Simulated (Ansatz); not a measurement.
HgTe: response to strain

Take HgTe in the zinc blende structure (space group F-43m, No. 216; a = 6.510 Å) as the base. Axes: x, y, z lie along the cube axes.

Strains are applied to the cell and any free atomic positions relax; under biaxial strain the out-of-plane vector relaxes too.

Calculations: PBEsol, PAW, 420 eV (Ansatz, a first-principles code; without spin-orbit coupling).

Notes on the quantities. energy relative to the base: free energy F.

```csv
change,energy relative to the base,shortest interatomic distance
base,0 meV/atom,2.819 Å
"biaxial strain −3.00 %, plane normal [001], relaxed out of plane",+7.8 meV/atom,2.803 Å
"biaxial strain −2.50 %, plane normal [001], relaxed out of plane",+5.4 meV/atom,2.805 Å
"biaxial strain −2.00 %, plane normal [001], relaxed out of plane",+3.4 meV/atom,2.808 Å
"biaxial strain −1.50 %, plane normal [001], relaxed out of plane",+1.9 meV/atom,2.811 Å
"biaxial strain −1.00 %, plane normal [001], relaxed out of plane",___,___
"biaxial strain −0.50 %, plane normal [001], relaxed out of plane",+0.2 meV/atom,2.816 Å
"biaxial strain +0.50 %, plane normal [001], relaxed out of plane",+0.2 meV/atom,2.822 Å
```

Question: Some entries are withheld; estimate them.

Answer: 
- biaxial strain −1.00 %, plane normal [001], relaxed out of plane, energy relative to the base: +0.8 meV/atom
- biaxial strain −1.00 %, plane normal [001], relaxed out of plane, shortest interatomic distance: 2.813 Å

A case with no gap was solved on a k-mesh chosen for an insulator, which is coarse for it. No phonon test of stability was made. All final runs are without spin polarisation.
